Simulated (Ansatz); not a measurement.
# HfB2: stress against strain

HfB2 (AlB2 type, P6/mmm, 9.732 Å³/atom at rest, c along z) under a strain ε along a direction in the basal plane (axis x), the other axes held. PBEsol in Ansatz, a plane-wave DFT program (PAW, default set), 420 eV, 21×21×17 Γ-centred mesh, Fermi-Dirac smearing 0.10 eV; ions are relaxed within the symmetry of each cell. Stress is positive for a compressed cell.

Here s stands for strain and y for stress xx.

| strain (%) | stress xx (GPa) |
|---|---|
| -1.50 | 9.79 |
| -1.00 | 6.43 |
| -0.50 | 3.16 |
| 0.00 | 0.00 |
| 0.50 | -3.07 |
| 1.00 | -6.03 |
| 1.50 | -8.90 |
| 3.00 | ? |

### Question
Using a straight line, estimate the missing y at s = 3.00 from the other rows, showing the fit.

### Answer
Means: s 0, y 0.197. About the means, the sum of products is -43.610 and the sum of squares of s is 7.0000; the slope is their ratio. Least squares gives y = 0.197 - 6.2300·s. Residuals (row less fit): 0.248, 0.003, -0.152, -0.197, -0.152, 0.003, 0.248; standard error 0.204 (degrees of freedom: 5). The slope gives the elastic constant C11 = 623 ± 8 GPa. At the withheld row, y = 0.197 - 6.2300 × 3.0 = -18.493 GPa. The calculation gives -16.94 GPa, 1.553 GPa above the prediction (5.8 % of the range of y in the table). The row lies outside the fitted rows, so this is an extrapolation. From the scatter of the fitted rows alone, a prediction at this place has a standard error of 0.318 GPa, so the miss is 4.9 times that.

One order more, fitted to all 13 runs of the series, follows each within 0.02, so the miss is the next term of a smooth law. In a metal these values are sensitive to mesh and smearing; energies are taken to zero smearing, stresses follow the free energy. Rows are the converged runs of the series near zero and its far end; series whose fitted rows scatter by over a few per cent of the range, as at a crossing or softening among them, aren't shown in this form. Most that stay on the fit to the last digits aren't either.
